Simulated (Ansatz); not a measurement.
Structures of equal composition on the (111)B surface of zinc-blende AlAs (As plane on top): 2x2 In adatom at H3; 2x2 In adatom at T4. The slabs share one bottom face, and each structure is named by its start. These are constructed structures in small cells; real faces may alloy, dewet or reconstruct in larger ones, and not all known structures of the face are among them. Slabs of about 14 Å with all that they carry, Fermi-Dirac smearing of 0.025 eV. Bottom of the slabs: H caps. Relaxed from the named starts with such symmetry as they have, on meshes of like density; energies extrapolated to zero smearing; no spin-orbit coupling, no U. Spin-polarised runs, if any, are marked in brackets, and their order is one that fits the cell; the others ran without spin. Where a second, spin-polarised start was run, the lower counts.

Host crystal: zinc-blende AlAs, with a band gap (PBE, scalar-relativistic without spin-orbit coupling).

Level of theory: PBE (plane waves to 420 eV, PAW; Ansatz, an electronic-structure program).

Question: Rank these by energy per 1x1 cell (lowest first), as PBE gives it.

Answer: 2x2 In adatom at H3 (0.000 eV, gap 0.50 eV on the mesh), 2x2 In adatom at T4 (0.028 eV, gap 0.41 eV on the mesh)
